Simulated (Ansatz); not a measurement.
Worked example: self-consistent single point of the (001) slab of SrC2 (cut from a parent of space group no. 15; 6 atoms in the cell) in Ansatz (a quantum-chemistry and plane-wave program).

Computed with LDA (PW92), default PAW files made with PBE (plane waves; Ansatz).

```yaml
crystal:
  lattice:
    - [4.18793, 0.00000, 0.00000]
    - [-2.36830, 3.77196, 0.00000]
    - [0.00000, 0.00000, 20.59288]
  atoms:
    - { symbol: C, position: [0.15984, 0.43298, 0.52084] }
    - { symbol: C, position: [0.13641, 0.21514, 0.47916] }
    - { symbol: C, position: [0.79844, 0.75228, 0.66008] }
    - { symbol: C, position: [0.49781, 0.89585, 0.33992] }
    - { symbol: Sr, position: [0.47914, 0.06074, 0.59046] }
    - { symbol: Sr, position: [0.81711, 0.58739, 0.40954] }
```

Reference input (self-consistent single point, DFT, LDA (PW92), plane waves, default PAW files made with PBE): basis.ecutwfc = 420 eV; kpoints.mp_grid.grid = 6 6 1; hamiltonian.xc = lda; hamiltonian.pseudopotentials = {kind: paw} (the program's default PAW files); scf.occupations.method = fermi_dirac; scf.occupations.width = 0.01 eV. This run's input differs from it in these lines:

Ansatz 0.2 input:
```diff
@@ -14,3 +14,3 @@
 basis:
-  ecutwfc: 420.0
+  ecutwfc: 210.0
 kpoints:
```

Log, with long lists cut:

```
SCF iter   1: F=—  HF=-7842.121915 eV  |F-HF|=—  |Δ(HF+E_count)|=         —  Δρ=2.02e-2  dr2=1.20e0  ethr=1.77e-3  ⟨swp⟩=12.3  Hψ=3376  notcnv=0
all-band conjugate gradients solve this SCF's bands
preconditioner: auto → LDOS
SCF iter   2: F=—  HF=-7841.913111 eV  |F-HF|=—  |Δ(HF+E_count)|=   2.09e-1  Δρ=1.81e-2  dr2=7.37e-1  ethr=1.77e-3  ⟨swp⟩=2.0  Hψ=958  notcnv=0  defer=3
   [... lines left out ...]
SCF iter  11: F=—  HF=-7841.806147 eV  |F-HF|=—  |Δ(HF+E_count)|=   7.63e-6  Δρ=1.12e-4  dr2=2.45e-5  ethr=9.40e-8  ⟨swp⟩=2.0  Hψ=648  notcnv=0  defer=1
SCF iter  12: F=—  HF=-7841.806146 eV  |F-HF|=—  |Δ(HF+E_count)|=   1.17e-6  Δρ=2.60e-5  dr2=1.58e-6  ethr=6.80e-8  ⟨swp⟩=1.0  Hψ=479  notcnv=0  defer=1
SCF iter  13: F=—  HF=-7841.806146 eV  |F-HF|=—  |Δ(HF+E_count)|=   6.27e-8  Δρ=6.10e-6  dr2=1.07e-7  ethr=4.38e-9  ⟨swp⟩=1.6  Hψ=502  notcnv=0  defer=1
SCF iter  14: F=-7841.806146 eV  HF=-7841.806146 eV  |F-HF|=3.03e-9  |Δ(HF+E_count)|=   3.00e-8  Δρ=1.29e-6  dr2=5.71e-9  ethr=2.78e-10  ⟨swp⟩=6.7  Hψ=1948  notcnv=0
SCF 1 converged in 14 iterations: F = -7841.806146 eV  dr2 = 5.71e-9
Free energy (F): -7841.806146 eV
Internal energy: -7841.798811 eV  (E = F + TS)
E sigma→0 (E₀):  -7841.802479 eV
Entropy (-TS):   -0.007335 eV (-1.222 meV/atom)
Fermi energy:    -1.871967 eV
--- Forces (eV/Å), atoms counted from 1 ---
  atom   1  C     -0.09148431     0.32372336     0.41432142
  atom   2  C      0.09148431    -0.32372336    -0.41432142
  atom   3  C     -0.03224596    -0.16016287    -0.63832098
  atom   4  C      0.03224596     0.16016287     0.63832098
  atom   5  Sr    -0.05122580     0.14559275     0.10739077
  atom   6  Sr     0.05122580    -0.14559275    -0.10739077
--- Stress (GPa, compression-positive) ---
       -2.276901      -0.094797      -0.243421
       -0.094797      -2.472369      -0.134772
       -0.243421      -0.134772      -1.677630
  P = ⅓ Tr σ = -2.1423 GPa (-21.423 kbar)
  The stress holds the Pulay correction. Without it, at fixed plane waves, as pw.x and ABINIT print it: P = -10.3409 GPa
```

The run converged in 14 iterations. Against the reference run the free energy rises by 862 meV/atom and the largest force goes from 0.700 to 0.659 eV/Å.

The starting cell comes from a database of computed structures (which also holds hypothetical and non-ambient phases and stackings), without a prior relaxation at this level. The slab is cut from that crystal, and its faces are unrelaxed. Its lattice was rescaled by up to half a per cent. Spin polarisation is off, though cut faces can carry moments; the slab shows no gap. The cutoff lies below the one recommended for these files.
